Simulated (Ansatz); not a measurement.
Take Li in the bcc (W type) structure (space group Im-3m, No. 229; a = 3.434 Å; relaxed with 0.1 eV smearing) as the base. Axes: x, y, z lie along the cube axes.

Computed with PBEsol/PAW in Ansatz (a program for electronic structure), no spin-orbit coupling.

Strains are applied to the cell and any free atomic positions relax; under biaxial strain the out-of-plane vector relaxes too.

One change was made to it. Results:

```csv
quantity,base,after
shortest interatomic distance,5.620 bohr,5.644 bohr
energy relative to the base (free energy F),0 meV/atom,+0.5 meV/atom
```

Task: Which of these changes matches the shifts?
A) biaxial strain +1.00 %, plane normal [001], relaxed out of plane
B) biaxial strain −2.00 %, plane normal [001], relaxed out of plane
C) biaxial strain +2.50 %, plane normal [001], relaxed out of plane
D) biaxial strain −2.50 %, plane normal [001], relaxed out of plane

Result: C, biaxial strain +2.50 %, plane normal [001], relaxed out of plane. For comparison, the shortest interatomic distance in the other runs: biaxial strain +1.00 %, plane normal [001], relaxed out of plane gives 5.626 bohr; biaxial strain −2.50 %, plane normal [001], relaxed out of plane gives 5.626 bohr; biaxial strain −2.00 %, plane normal [001], relaxed out of plane gives 5.622 bohr.

No phonon test of stability was made.
